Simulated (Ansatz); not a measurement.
Results of PBEsol in Ansatz (PAW) for SnPd3 (Pm-3m, No. 221).

Numerical settings: plane-wave cutoff 520 eV, 14×14×14 k mesh, Fermi–Dirac smearing 0.05 eV, scalar-relativistic PAW data made under PBE.

Cell (relaxed at this level):

Space group Pm-3m (No. 221); a = 3.973 Å, b = 3.973 Å, c = 3.973 Å, α = 90.00°, β = 90.00°, γ = 90.00°

```tsv
atom	site	symmetry	x	y	z
Sn	1a	m-3m	0.0000	0.0000	0.0000
Pd	3c	4/mm.m	0.0000	0.5000	0.5000
```

### Question
What does this level give for the bulk modulus B0?

### Answer

* **bulk modulus B0**: 179 GPa

The run finds no gap.

Note: the bulk modulus is −V dP/dV from two relaxed cells at ±2 % in volume.

Spin–orbit coupling is not included.

Static lattice: no zero-point or thermal effects.

Cost on a shared machine: roughly 2.4 core-minutes.

Ansatz is a quantum-chemistry and plane-wave program.
